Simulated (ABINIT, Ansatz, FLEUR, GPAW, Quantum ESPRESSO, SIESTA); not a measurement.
**One structure in several programs: Ta₃Ru (Fm-3m, 4 atoms in the cell)**

Self-consistent single point, at a second geometry (lattice scaled by 0.98). First geometry:

```xyz
4
Lattice="0.0000 3.2482 3.2482 3.2482 0.0000 3.2482 3.2482 3.2482 0.0000" Properties=species:S:1:pos:R:3 pbc="T T T"
Ta     1.6241     1.6241     1.6241
Ta     4.8723     4.8723     4.8723
Ta     3.2482     3.2482     3.2482
Ru     0.0000     0.0000     0.0000
```

Shared settings, as Ansatz (a program for electronic structure) writes them: kpoints.mp_grid.grid = 9 9 9; scf.occupations.method = fermi_dirac; scf.occupations.width = 0.05 eV. Potentials and cutoffs stand in the table.

```json
[
 {"code": "Ansatz", "model": "PBEsol, PAW files made with PBE", "ΔF from the first geometry (meV/atom)": "-25.3", "pressure (GPa)": "3.09", "cutoff": "420 eV"},
 {"code": "Quantum ESPRESSO", "model": "PBEsol, GBRV 1.5 ultrasoft (PBESOL) pseudopotentials", "ΔF from the first geometry (meV/atom)": "-26.2", "pressure (GPa)": "1.39", "cutoff": "40 Ry"},
 {"code": "FLEUR", "model": "PBEsol, all-electron FLAPW (FLEUR), scalar-relativistic valence", "ΔF from the first geometry (meV/atom)": "-22.1", "pressure (GPa)": "–", "cutoff": "Kmax 4.1 1/bohr"},
 {"code": "ABINIT", "model": "PBEsol, norm-conserving pseudopotentials (PseudoDojo nc-sr-04 PBEsol standard)", "ΔF from the first geometry (meV/atom)": "-24.4", "pressure (GPa)": "3.29", "cutoff": "42 Ha"},
 {"code": "SIESTA", "model": "GGA PBEsol, numerical atomic orbitals DZP, PseudoDojo PBEsol standard norm-conserving potentials (rewritten from UPF to PSML)", "ΔF from the first geometry (meV/atom)": "-28.0", "pressure (GPa)": "3.13", "cutoff": "grid 300 Ry"},
 {"code": "GPAW", "model": "PBEsol, GPAW PAW datasets PBEsol (made by gpaw-setup)", "ΔF from the first geometry (meV/atom)": "-23.1", "pressure (GPa)": "3.45", "cutoff": "600 eV"}
]
```

For Quantum ESPRESSO (by 1.6 GPa) the energy change implies a higher mean pressure, against the two pressures, than for the other programs: a sign of finite-basis (Pulay) stress.

A dash marks a value that a program does not give, or that is left out as unsure.

On Ansatz's run: spin-orbit coupling is off. Spin polarisation is off.

The spread over the programs that give each value: ΔF from the first geometry within 5.9 meV/atom; pressure within 2.06 GPa.

SIESTA uses small atom-centred bases, whose incompleteness enters pressures, forces and empty levels differently from a plane-wave cutoff. FLEUR treats all electrons, but the usual bases taken here (sphere radii, linearisation, local orbitals, empty states) were not tested for convergence, so the values are no reference for the others. Ansatz's pressure is given at a fixed set of plane waves, as the other plane-wave codes print theirs; with its correction for the finite basis it is 3.17 GPa. In the pressure, Quantum ESPRESSO (by 1.80) lies more than 1 GPa from the median of the plane-wave programs.

The starting cell comes from a database of computed structures (which also holds hypothetical and non-ambient phases and stackings), without a prior relaxation at this level. Its lattice was rescaled by a random factor within 2.5 % of one. For this run, on top of that: lattice scaled by 0.98.

Left out of this page: Elk (not drawn, or without a comparable value).

Keys are those of Ansatz 0.2.
